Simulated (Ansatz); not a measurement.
## NaI: band gap against strain

NaI (rock salt, Fm-3m, 32.800 Å³/atom at rest, cube axes along x, y and z) under an equal strain ε along all three axes. PBEsol in Ansatz, a plane-wave DFT program (PAW, default set), 420 eV, 9×9×9 Γ-centred mesh, Fermi-Dirac smearing 0.05 eV; ions are relaxed within the symmetry of each cell. Gaps are the smallest over the k-mesh and a band path, without spin-orbit coupling; in all rows the valence edge lies at Γ and the conduction edge at Γ.

Here s stands for strain and Eg for gap.

| strain (%) | gap (eV) |
|---|---|
| -1.50 | 3.722 |
| -1.00 | 3.679 |
| -0.50 | 3.636 |
| 0.00 | 3.596 |
| 0.50 | 3.556 |
| 1.00 | 3.518 |
| 1.50 | 3.481 |
| 3.00 | ? |

Question: Using a straight line, estimate the missing Eg at s = 3.00 from the other rows, showing the fit.

Answer: Means: s 0, Eg 3.5983. About the means, the sum of products is -0.56250 and the sum of squares of s is 7.0000; the slope is their ratio. Least squares gives Eg = 3.5983 - 0.08036·s. Residuals (row less fit): 0.0032, 0.0003, -0.0025, -0.0023, -0.0021, 0.0001, 0.0032; standard error 0.0027 (degrees of freedom: 5). Over these rows the gap moves by -8.0 ± 0.1 eV per unit strain, or -2.7 eV per unit of ln V. At the withheld row, Eg = 3.5983 - 0.08036 × 3.0 = 3.3572 eV. The calculation gives 3.378 eV, 0.0208 eV above the prediction (6.0 % of the range of Eg in the table). The row lies outside the fitted rows, so this is an extrapolation. From the scatter of the fitted rows alone, a prediction at this place has a standard error of 0.0042 eV, so the miss is 5.0 times that.

One order more, fitted to all 13 runs of the series, follows each within 0.001, so the miss is the next term of a smooth law. Other structures, which can take over under pressure, weren't tried. Spin-orbit coupling is left out, which can shift this property for NaI. Rows are the converged runs of the series near zero and its far end; series whose fitted rows scatter by over a few per cent of the range, as at a crossing or softening among them, aren't shown in this form. Most that stay on the fit to the last digits aren't either.
